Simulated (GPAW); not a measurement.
Input and output of a relaxation of the atoms for HfSiO4 (I4_1/amd, 12 atoms in the cell) (GPAW).

Computed with PBE, GPAW PAW datasets PBE (gpaw-data 1.0.1) (plane waves; GPAW).

```
CELL_PARAMETERS angstrom
     -3.24197     3.24197     2.95063
      3.24197    -3.24197     2.95063
      3.24197     3.24197    -2.95063
ATOMIC_POSITIONS crystal
  Hf 0.00000 0.00000 0.00000
  Hf 0.75000 0.25000 0.50000
  Si 0.25000 0.75000 0.50000
  Si 0.50000 0.50000 0.00000
  O  0.13409 0.31920 0.81489
  O  0.06920 0.75431 0.68511
  O  0.50431 0.31920 0.18511
  O  0.06920 0.38409 0.31489
  O  0.61591 0.93080 0.68511
  O  0.68080 0.86591 0.18511
  O  0.24569 0.93080 0.31489
  O  0.68080 0.49569 0.81489
```

Reference input (self-consistent single point, DFT PBE, plane waves, GPAW PAW datasets PBE (gpaw-data 1.0.1)): mode = pw; ecut = 950 eV; xc = PBE; kpts = 3 3 3; mesh shift (steps) = 0 0 0; occupations.name = fixed-uniform; nbands = -6; convergence.bands = -4; symmetry.symmorphic = false; symmetry.tolerance = 0.0005; maxiter = 120. This run's input differs from it in these lines:

```diff
@@ -1,4 +1,5 @@
 from ase import Atoms
+from ase.optimize import LBFGS
 from ase.units import GPa
-from gpaw import GPAW, PW
+from gpaw import GPAW, PW, FermiDirac
 
@@ -25,5 +26,5 @@
             kpts=(3, 3, 3),
-            occupations={'name': 'fixed-uniform'},
+            occupations=FermiDirac(0.0),
             nbands=-6,
-            convergence={'bands': -4},
+            convergence={'density': 1e-05, 'bands': -4},
             symmetry={'symmorphic': False, 'tolerance': 0.0005},
@@ -32,2 +33,8 @@
 atoms.calc = calc
+
+opt = LBFGS(atoms, logfile='-')
+converged = opt.run(fmax=0.02, steps=40)
+print('Relaxation converged:', converged)
+print('Cell:', atoms.cell.cellpar().round(4))
+print(atoms.get_scaled_positions().round(5))
```

Log, with long lists cut:

```
     iter     time        total  log10-change:
                         energy   eigst   dens
iter:   1 --:--:--  -116.976756   +0.55
iter:   2 --:--:--  -113.716392   -0.53  -0.82
iter:   3 --:--:--  -103.742711   +0.21  -0.87
iter:   4 --:--:--  -104.015681   -0.51  -1.26
iter:   5 --:--:--  -105.868376   -0.76  -1.32
iter:   6 --:--:--  -104.276895   -0.51  -1.28
iter:   7 --:--:--  -104.350850   -1.25  -2.35
iter:   8 --:--:--  -104.463930   -1.53  -2.14
iter:   9 --:--:--  -104.282206   -1.89  -1.92
iter:  10 --:--:--  -104.279305   -2.51  -2.32
iter:  11 --:--:--  -104.282145c  -3.49  -2.42
iter:  12 --:--:--  -104.273522c  -2.55  -2.43
iter:  13 --:--:--  -104.273940c  -3.03  -3.12
iter:  14 --:--:--  -104.273698c  -3.93  -3.14
iter:  15 --:--:--  -104.273508c  -4.34  -3.22
   [... 8 lines left out ...]
iter:  24 --:--:--  -104.273528c  -6.45  -4.53
iter:  25 --:--:--  -104.273528c  -6.60  -4.65
iter:  26 --:--:--  -104.273528c  -6.66  -4.83
iter:  27 --:--:--  -104.273528c  -6.72  -4.55
iter:  28 --:--:--  -104.273528c  -7.06  -5.10c
iter:  29 --:--:--  -104.273528c  -7.15  -5.11c
iter:  30 --:--:--  -104.273528c  -7.38  -5.21c
iter:  31 --:--:--  -104.273528c  -7.71c -5.53c
Converged after 31 iterations.

Dipole moment: (14.566832, -14.566832, -0.000006) |e|*Ang

Energy contributions relative to reference atoms: (reference = -851871.737460)

Kinetic:       +152.546710
Potential:     -149.350812
External:        +0.000000
XC:            -108.941750
Entropy (-ST):   +0.000000
Local:           +1.472325
SIC:             +0.000000
--------------------------
Free energy:   -104.273528
Extrapolated:  -104.273528

Showing only first 2 kpts
 Kpt  Band  Eigenvalues  Occupancy
  0    38      5.44530    2.00000
  0    39      5.98985    2.00000
  0    40     12.02672    0.00000
  0    41     12.30613    0.00000

  1    38      5.35172    2.00000
  1    39      5.57170    2.00000
  1    40     11.69620    0.00000
  1    41     11.71849    0.00000

Fermi level: 8.84303

Gap: 5.706 eV
Transition (v -> c):
   [... lines left out ...]
Direct gap: 6.037 eV
Atomic positions and initial magnetic moments
Free energy:   -104.305310
Fermi level: 8.87101
Gap: 5.754 eV
Direct gap: 6.089 eV
Atomic positions and initial magnetic moments
Free energy:   -104.305544
Fermi level: 8.87347
Gap: 5.757 eV
   [... lines left out ...]
 [0.06816 0.75471 0.68655]
 [0.50471 0.31816 0.18655]
 [0.06816 0.38161 0.31345]
 [0.61839 0.93184 0.68655]
 [0.68184 0.86839 0.18655]
 [0.24529 0.93184 0.31345]
 [0.68184 0.49529 0.81345]]
Energy (eV): -104.305544
Stress tensor:
    -0.118096    -0.000000    -0.000000
    -0.000000    -0.118096    -0.000000
    -0.000000    -0.000000    -0.125300
Stress (GPa, Voigt): [-18.921  -18.921  -20.0752  -0.      -0.      -0.    ]
```

The run converged. GPAW prints stress with tension positive. 

Summary of the result:
Free energy E − TS (from the program's reference atoms): -104.3055 eV
Top of the valence band (on the code's own zero): 5.99 eV
Gap on the k-point mesh: 5.76 eV
Largest force (vector length): 0.013 eV/Å
Relaxation steps: 2

At such cutoffs GPAW's stress carries a finite-basis (Pulay) error, which enters relaxed cells too; its log prints stress with tension positive.

The starting cell comes from a database of computed structures (which also holds hypothetical and non-ambient phases and stackings), without a prior relaxation at this level. Its lattice was rescaled by a random factor within 2.5 % of one. Spin-orbit coupling is off. The relaxation keeps the symmetry of its start, so its end need not be a minimum.

Cost on one core of a shared machine: roughly 2 min.
